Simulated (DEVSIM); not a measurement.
Device: Ru/SiON/p-GaSb capacitor, at 300 K.

| layer (left to right) | material | thickness (nm) | Na (cm⁻³) |
|---|---|---|---|
| 1 | SiON | 2.90 | - |
| 2 | GaSb | 17000 | 1.3e15 |

Metal gate on the left, work function 4.7 eV. Fixed charge at the semiconductor interface 7.7e11 cm⁻² (in units of +e); no interface traps.

This is a model device: material constants are rounded textbook-type values typed into the input, and sizes, dopings and lifetimes were drawn at random. Values at 300 K; Nc and Nv go as T^1.5, mobilities as T to minus their exponent, the gap by Varshni's rule with the affinity fixed.

```
parameter         SiON     GaSb
----------------  ----  -------
gap (eV)             7    0.726
affinity (eV)      1.4     4.06
permittivity       5.5     15.7
Nc (cm⁻³)            -   2.1e17
Nv (cm⁻³)            -   1.8e19
Varshni α (eV/K)     -  0.00042
Varshni β (K)        -      140
```

DEVSIM, 1D Poisson equation in equilibrium, Boltzmann statistics, complete ionisation; no quantum confinement or tunnelling. Metal contacts follow the ideal Schottky-Mott rule: no Fermi-level pinning, no interface dipoles.

Base results: flat-band voltage (V) 0.09; threshold voltage (band bending 2φF) (V) 0.44; capacitance of the dielectric stack (μF/cm²) 1.68; minimum of the low-frequency capacitance (μF/cm²) 0.0253.

Question: What follows from this one change: substrate doping 1.3e+15 → 6.5e+14 cm^-3?

Answer: flat-band voltage 0.09 → 0.11 V; threshold voltage (band bending 2φF) 0.44 → 0.42 V; capacitance of the dielectric stack little changed (1.68 μF/cm²); minimum of the low-frequency capacitance 0.0253 → 0.0192 μF/cm².

Question: What follows from this one change: interface trap density 0 → 1e+10 cm^-2 eV^-1?

Answer: flat-band voltage little changed (0.09 V); threshold voltage (band bending 2φF) little changed (0.44 V); capacitance of the dielectric stack little changed (1.68 μF/cm²); minimum of the low-frequency capacitance 0.0253 → 0.0269 μF/cm².

Question: What follows from this one change: temperature 300 → 350 K?

Answer: flat-band voltage 0.09 → 0.15 V; threshold voltage (band bending 2φF) 0.44 → 0.41 V; capacitance of the dielectric stack little changed (1.68 μF/cm²); minimum of the low-frequency capacitance 0.0253 → 0.0328 μF/cm².

Question: What follows from this one change: SiON thickness 0.0029 → 0.0016 μm?

Answer: flat-band voltage 0.09 → 0.12 V; threshold voltage (band bending 2φF) 0.44 → 0.47 V; capacitance of the dielectric stack 1.68 → 3.04 μF/cm²; minimum of the low-frequency capacitance little changed (0.0253 μF/cm²).

Question: What follows from this one change: fixed charge 7.7e+11 → 1.925e+12 cm^-2?

Answer: flat-band voltage 0.09 → -0.02 V; threshold voltage (band bending 2φF) 0.44 → 0.33 V; capacitance of the dielectric stack little changed (1.68 μF/cm²); minimum of the low-frequency capacitance little changed (0.0251 μF/cm²).

Question: What follows from this one change: gate work function 4.7 → 5 eV?

Answer: flat-band voltage 0.09 → 0.39 V; threshold voltage (band bending 2φF) 0.44 → 0.74 V; capacitance of the dielectric stack little changed (1.68 μF/cm²); minimum of the low-frequency capacitance little changed (0.0253 μF/cm²).
